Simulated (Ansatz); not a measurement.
Given:

```xyz
2
Lattice="0.0000 2.4134 2.4134 2.4134 0.0000 2.4134 2.4134 2.4134 0.0000" Properties=species:S:1:pos:R:3 pbc="T T T"
B      0.0000     0.0000     0.0000
As     1.2067     1.2067     1.2067
```

No spin polarisation.

All numbers come from LDA/PAW in Ansatz (a program for electronic structure), no spin-orbit coupling. Settings: 12×12×12 k-points, 0.05 eV Fermi–Dirac smearing.

Task: Predict the pressure and width of the top valence band.

Result: 
- Pressure: -77.4 kbar
- Width of the top valence band: 5.02 eV

The levels and masses belong to the bands next to the band gap. The cells carry an imposed strain or load. No phonon test of stability was made. The cell was made from BAs in the zinc blende structure (space group F-43m, No. 216) by this change: isotropic strain +2.00 %.
